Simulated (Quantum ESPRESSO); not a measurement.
Troubleshooting Quantum ESPRESSO: a failed run on YNi₂B₂ (I4/mmm, 5 atoms in the cell). The aim is a self-consistent single point with DFT, PBEsol, plane waves, PSlibrary ultrasoft (PBE) pseudopotentials.

Cell that was meant: a = 5.2476 Å, b = 5.2476 Å, c = 5.2476 Å, α = 140.47°, β = 140.47°, γ = 57.14°.

Part of the input:

```fortran
Ni    0.0000000000    1.7746300000    2.3042900000
Ni    1.7746300000    0.0000000000    2.3042900000
B     0.0000000000    0.0000000000    3.4825195628
B1     0.0000000000    0.0000000000    5.7346404372
K_POINTS automatic
9 9 9  0 0 0
CELL_PARAMETERS angstrom
```

Log, with long lists cut:

```
     This program is part of the open-source Quantum ESPRESSO suite
     for quantum simulation of materials; please cite

 %%%%%%%%%%%%%%%%%%%%%%%%%%%%%%%%%%%%%%%%%%%%%%%%%%%%%%%%%%%%%%%%%%%%%%%%%%%%%%
     Error in routine read_cards (5):
     species B1 in ATOMIC_POSITIONS is nonexistent
 %%%%%%%%%%%%%%%%%%%%%%%%%%%%%%%%%%%%%%%%%%%%%%%%%%%%%%%%%%%%%%%%%%%%%%%%%%%%%%

     stopping ...
```

Task: Read the log: what does the program object to, and what is the fix?

Result: The fault is an atom label that is not in the list of species. Labels in the positions must match the species card. To fix it, correct the label. The program stopped before any SCF iteration.

The sound input it was made from differs as follows (other fixes are possible):
```diff
-B1     0.0000000000    0.0000000000    5.7346404372
+B     0.0000000000    0.0000000000    5.7346404372
```

With that input, the run converged in 12 iterations: free energy E − TS -4032.9202 eV; Fermi level (on the code's own zero) 13.04 eV; pressure -7.23 GPa; largest force (vector length) 0.188 eV/Å (DFT, PBEsol, plane waves, PSlibrary ultrasoft (PBE) pseudopotentials).

On the sound input: the starting cell comes from a database of computed structures (which also holds hypothetical and non-ambient phases and stackings), without a prior relaxation at this level. Spin polarisation is off. With a pressure of about -7 GPa the cell is away from its equilibrium volume at this level.
